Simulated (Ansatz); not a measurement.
Here is the system:

End structure of the (100) surface of germanium in its 1x1 cell, relaxed from an ideal cut (the real face may reconstruct), outermost plane spacing 1.44 Å in the ideal cut:

```yaml
crystal:
  lattice:
    - [4.07294, 0.00000, 0.00000]
    - [0.00000, 4.07294, 0.00000]
    - [0.00000, 0.00000, 28.00000]
  atoms:
    - { symbol: Ge, position: [0.50000, 0.00000, 0.29104] }
    - { symbol: Ge, position: [0.50000, 0.50000, 0.34482] }
    - { symbol: Ge, position: [0.00000, 0.50000, 0.39644] }
    - { symbol: Ge, position: [0.00000, 0.00000, 0.44817] }
    - { symbol: Ge, position: [0.50000, 0.00000, 0.50000] }
    - { symbol: Ge, position: [0.50000, 0.50000, 0.55183] }
    - { symbol: Ge, position: [0.00000, 0.50000, 0.60356] }
    - { symbol: Ge, position: [0.00000, 0.00000, 0.65518] }
    - { symbol: Ge, position: [0.50000, 0.00000, 0.70896] }
```

Slab: 9 atoms, 11.5 Å thick at the start; k 6x6x1, smearing 0.025 eV, dipole-corrected; all atoms relaxed; start symmetry kept, larger cells not searched; no spin (no spin-polarised run to compare, though such a face may carry moments), no spin-orbit, no U. The slab shows no gap on its mesh.

Q: What work function of the top face does PBE in Ansatz (a quantum-chemistry and plane-wave program) give?

A: 5.03 eV

Q: Estimate the surface energy (mean of both faces) that PBE returns for this input.

A: 1.39 J/m²
